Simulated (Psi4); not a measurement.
Psi4 1.11, PBE0/def2-tzvp: Nb(NH)(OH)3 ([NH]=[Nb]([OH])([OH])[OH]), 9 atoms. The geometry is a generated start, not checked to be a minimum at this level.

| Item | Value |
|---|---|
| task | energy |
| method | pbe0 |
| basis | def2-tzvp |
| memory | 3 GB |
| maxiter | 100 |
| keys of the molecule block | symmetry c1 |
| scf_type | df (default) |
| e_convergence | 1e-06 (default) |
| d_convergence | 1e-06 (default) |
| dft_radial_points | 75 (default) |
| dft_spherical_points | 302 (default) |
| effective core potentials | those of the basis set, past Kr |
| basis functions | 188 |
| grid points | 196090 |

```xyz
9

Nb    -0.1305     0.0421     0.1471
N      1.0150    -0.1796    -1.1879
H      1.7005    -0.2416    -1.9348
O      0.6900    -0.7612     1.5986
H      1.4493    -1.2350     1.9441
O     -1.6819    -0.8515    -0.3202
H     -2.1922    -1.3880    -0.9323
O     -0.4233     1.8296     0.3796
H     -0.4269     2.7853     0.3058
```

Charge 0 and multiplicity 1 are set for this test and not shown to be the ground state.

With the defaults (diis = true, scf_initial_accelerator = adiis, damping_percentage = 0, guess = auto, which took SAD, diis_max_vecs = 10, level_shift = 0, level_shift_cutoff = 0.01, diis_start = 1, soscf = false) it converges in 10 SCF iterations. One run each on 2 threads, with these changes:
- diis_start = 4
- level_shift = 0.5, level_shift_cutoff = 0.001
- soscf = true
- guess = gwh
- diis_max_vecs = 3
- diis = false, scf_initial_accelerator = none, damping_percentage = 60
- guess = huckel
- guess = modhuckel
- diis_max_vecs = 6

**Question.** Which of these changes keep the SCF from converging, or lead it to another solution?

**Answer.** No convergence: diis = false, scf_initial_accelerator = none, damping_percentage = 60 (the run ends without SCF convergence in 100 iterations). The rest reach the solution of the defaults.

| setting | SCF iterations | JK calls | end |
|---|---|---|---|
| soscf = true | 8 | 29 | same solution |
| the defaults | 10 | 11 | same solution |
| level_shift = 0.5, level_shift_cutoff = 0.001 | 10 | 11 | same solution |
| guess = modhuckel | 11 | 41 | same solution |
| diis_max_vecs = 6 | 11 | 12 | same solution |
| guess = huckel | 11 | 41 | same solution |
| guess = gwh | 15 | 15 | same solution |
| diis_start = 4 | 18 | 19 | same solution |
| diis_max_vecs = 3 | 24 | 25 | same solution |
| diis = false, scf_initial_accelerator = none, damping_percentage = 60 | 100 | 101 | no convergence |

An SOSCF iteration holds several JK calls; a Hückel guess adds calls on atoms. 1 further run of the study ended by our limits or in an error and is left out.
